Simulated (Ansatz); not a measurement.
An Ansatz (a first-principles code) run: hypothetical Fm-3m WTe2 with a change (pressure 30 GPa); DFT with PBEsol, PAW potentials and a 420 eV plane-wave cutoff in Ansatz, without spin-orbit coupling.

Input:

Ansatz 0.2 input:
```yaml
crystal:
  lattice:
    - [0, 3.1275636865, 3.1275636865]
    - [3.1275636865, 0, 3.1275636865]
    - [3.1275636865, 3.1275636865, 0]
  atoms:
    - { symbol: W, position: [0, 0, 0] }
    - { symbol: Te, position: [0.25, 0.25, 0.25] }
    - { symbol: Te, position: [0.75, 0.75, 0.75] }
basis: { ecutwfc: 420, ecutrho_ratio: 4, xc_grid: 2, fft_grid_basis: typed }
kpoints: { mp_grid: { grid: [12, 12, 12] } }
hamiltonian:
  xc: pbesol
  dispersion: none
  pseudopotentials: { kind: paw }
scf: { occupations: { method: fermi_dirac, width: 0.05 } }
relax: { f_tol: 0.01, max_steps: 60, cell: { stress_tol: 0.02, p_target: 30 } }
output: { forces: true, stress: true }
checkpoint: { write: state.ck, write_every: 1000 }
```

Output (explanatory and most iteration lines left out):

```
Relaxation: its limit of steps is 60 (relax.max_steps)
Pseudopotential: W, paw, valence charge 14
Pseudopotential: Te, paw, valence charge 16
Crystal: 3 atoms, lattice volume = 61.185 Å³
Basis set: ecut = 420 eV, 1243 PW (Γ), exchange–correlation on 60×60×60 points (8 copies of the dense FFT grid, shifted against one another)
Bands: 28, of which v1, the nominal top of the filled ones, is band 23 counted from 1 (22 counted from 0)
Symmetry: 48 space group operations
Space group: Fm-3m (ITA 225), of the structure as read, at distance tolerance 3.9e-5 Å
k-points: 72 of 1728
Functional: x = pbesol(κ = 0.804, μ = 0.12345679012345678), c = pbesol(β = 0.046)
SCF iter   1: F=—  HF=-24057.582826 eV  |F-HF|=—  |Δ(HF+E_count)|=         —  Δρ=8.31e-3  dr2=4.04e-2  ethr=1.77e-3  ⟨swp⟩=6.0  Hψ=9699  notcnv=0
SCF iter   2: F=—  HF=-24057.576184 eV  |F-HF|=—  |Δ(HF+E_count)|=   6.64e-3  Δρ=2.10e-3  dr2=2.44e-3  ethr=8.79e-5  ⟨swp⟩=2.0  Hψ=2974  notcnv=0  defer=9
SCF 1 converged in 6 iterations: F = -24057.576051 eV  dr2 = 2.63e-8
relax step   1: F+E_penalty+E_count = -24057.57605075 eV  Δ(F+E_penalty+E_count) = +0.000e0 eV  max|allowed force component| = 4.240e-18 eV/Å  Δτ_max = 0.0000 Å  P = +22.499 GPa  Ω = 61.185 Å³  (6 SCF iters, dr2 threshold 1.00e-7 eV, accepted)
[... steps on the carried basis left out ...]
relax step   5: F+E_penalty+E_count = -24057.24559403 eV  Δ(F+E_penalty+E_count) = +7.059e-4 eV  max|allowed force component| = 4.318e-17 eV/Å  Δτ_max = 0.0000 Å  P = +29.982 GPa  Ω = 59.160 Å³  stress off target by 1.83e-2 GPa  SCF on the basis re-selected at this cell (its energy is not comparable with the rows above)  (6 SCF iters)
SCF converged after 6 iterations
Free energy (F): -24057.245594 eV
Internal energy: -24057.220253 eV  (E = F + TS)
E sigma→0 (E₀):  -24057.232923 eV
Entropy (-TS):   -0.025342 eV (-8.447 meV/atom)
Fermi energy:    17.728166 eV
--- Forces (eV/Å), atoms counted from 1 ---
  atom   1  W     -0.00000000     0.00000000    -0.00000000
  atom   2  Te     0.00000000     0.00000000     0.00000000
  atom   3  Te    -0.00000000    -0.00000000    -0.00000000
--- Stress (GPa, compression-positive) ---
       29.981714       0.000000      -0.000000
       -0.000000      29.981714       0.000000
       -0.000000       0.000000      29.981714
  P = ⅓ Tr σ = 29.9817 GPa (299.817 kbar)
--- Relaxed structure (4 steps of the walk, 3 accepted, 1 SCFs on fresh bases) ---
  cell:  # Å, volume = 59.1597 Å³
    - [-1.592303824248846e-34, 3.0926580924895593, 3.0926580924895593]
    - [3.0926580924895593, 3.7578369382294726e-34, 3.0926580924895593]
    - [3.0926580924895593, 3.0926580924895593, 1.7833802115134566e-34]
  atoms:
    - { symbol: W, position: [-3.531986348930039e-35, -1.9657782517124815e-35, 3.1845340406735844e-35] }
    - { symbol: Te, position: [0.25, 0.25, 0.25] }
    - { symbol: Te, position: [0.75, 0.75, 0.75] }
```

Load acts through the strain it causes; cell and atoms are relaxed under it. No phonon test of stability was made. Competing high-pressure phases were not computed. All final runs are without spin polarisation. The cell was made from WTe2 (space group Fm-3m, No. 225; a hypothetical phase, not in the database extracts checked) by this change: pressure 30 GPa. WTe2 has a high density of states at the Fermi level and may be magnetic at this level.
